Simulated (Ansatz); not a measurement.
System: LiH (model structure, started from the CsCl type, Pm-3m, No. 221, 2 atoms in the cell). Method: LDA in Ansatz (PAW).

Run with plane-wave cutoff 520 eV, 14×14×14 k mesh, Fermi–Dirac smearing 0.01 eV, scalar-relativistic PAW data made under PBE.

Cell (relaxed with PBEsol):

LiH has the cubic space group Pm-3m (No. 221), the CsCl type structure, Pearson symbol cP2. Cell: a = b = c = 2.491 Å, α = β = γ = 90.00°. Li on 1a is coordinated by no neighbour by this rule. H on 1b has no neighbour by this rule. (Neighbours: up to the widest gap in distance over summed covalent radii, below 1.35, at either atom; cation-cation and far metal-metal contacts left out.)

Task: Estimate the band gap, smallest direct gap on the k points sampled and direct gap at Γ that the calculation returns.

Result: 
band gap: 0.36 eV (indirect)
smallest direct gap on the k points sampled: 3.86 eV
direct gap at Γ: 20.66 eV

Note: the relaxation could raise the start's symmetry but not lower it, so the cell can be a saddle point; cell and atoms aren't relaxed at this level (pressure -2.0 GPa).

Computed values are for the static lattice.

Computing time: very roughly 4 core-seconds.

A model structure was made by putting elements into a prototype or built by hand; it is no filed structure, need not be a known phase, and can be a saddle point held by its symmetry.

Ansatz is an electronic-structure program.
